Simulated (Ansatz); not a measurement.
# Response to strain in Nb2SnC

Consider Nb2SnC (space group P6_3/mmc, No. 194; a cell from a computed database, its experimental status unchecked).

```xyz
8
Lattice="3.2299 0.0000 0.0000 -1.6150 2.7972 0.0000 0.0000 0.0000 13.7617" Properties=species:S:1:pos:R:3 pbc="T T T"
Nb     0.0000     1.8648     1.1403
Nb     1.6150     0.9324    12.6215
Nb     1.6150     0.9324     8.0212
Nb     0.0000     1.8648     5.7406
Sn     0.0000     1.8648    10.3213
Sn     1.6150     0.9324     3.4404
C      0.0000     0.0000     0.0000
C      0.0000     0.0000     6.8809
```

Cartesian axes are those of the cell as printed.

Strains are applied to the cell and any free atomic positions relax; under biaxial strain the out-of-plane vector relaxes too.

All numbers come from PBEsol, PAW, 420 eV (Ansatz, a first-principles code; scalar-relativistic without spin-orbit coupling).

Notes on the quantities. energy relative to the base: free energy F; pressure: mean of the normal stresses, compression positive.

| variant | largest internal atomic displacement | energy relative to the base | volume per atom | pressure |
|---|---|---|---|---|
| base | – | 0 meV/atom | 15.54 Å³ | 0.0 GPa |
| biaxial strain +0.67 %, plane normal [001], relaxed out of plane | – | – | 15.65 Å³ | -1.1 GPa |
| isotropic strain −2.49 % | 0.031 Å | +53 meV/atom | 14.41 Å³ | 16.2 GPa |
| isotropic strain −1.89 % | 0.024 Å | +30 meV/atom | 14.68 Å³ | 11.7 GPa |
| isotropic strain +1.19 % | 0.018 Å | +10 meV/atom | 16.10 Å³ | -5.8 GPa |

Without a gap, meshes like the base's 17×17×4 leave anisotropic stresses uncertain by several tenths of a GPa, and small strain energies with them. Whether these cells are dynamically stable was not tested. The final runs are not spin-polarised.
